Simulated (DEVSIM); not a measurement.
Device: Au/SiO2/p-Ge capacitor, at 400 K.

Layer 1 from the left is SiO2, thickness (nm) 21.0. Layer 2 from the left is Ge, thickness (nm) 440, Na (cm⁻³) 1.8e18.

Metal gate on the left, work function 5.1 eV. Fixed charge at the semiconductor interface 0 cm⁻² (in units of +e); interface traps 1.3e12 cm⁻² eV⁻¹, uniform in energy, neutral level at 0.3 of the gap above the valence band.

The device is made up for the run: typed textbook-type constants, with dimensions and the other settings drawn at random. Values at 300 K; Nc and Nv go as T^1.5, mobilities as T to minus their exponent, the gap by Varshni's rule with the affinity fixed.

SiO2: gap (eV) 9, affinity (eV) 0.9, permittivity 3.9. Ge: gap (eV) 0.664, affinity (eV) 4, permittivity 16, Nc (cm⁻³) 1.04e19, Nv (cm⁻³) 6e18, Varshni α (eV/K) 0.000477, Varshni β (K) 235.

Simulated with DEVSIM: 1D Poisson equation in equilibrium, Boltzmann statistics, complete ionisation; no quantum confinement or tunnelling. Metal contacts follow the ideal Schottky-Mott rule: no Fermi-level pinning, no interface dipoles.

### Question
What does the simulation give for the minimum of the low-frequency capacitance, the flat-band voltage?

### Answer
minimum of the low-frequency capacitance 0.141 μF/cm²; flat-band voltage 0.37 V.
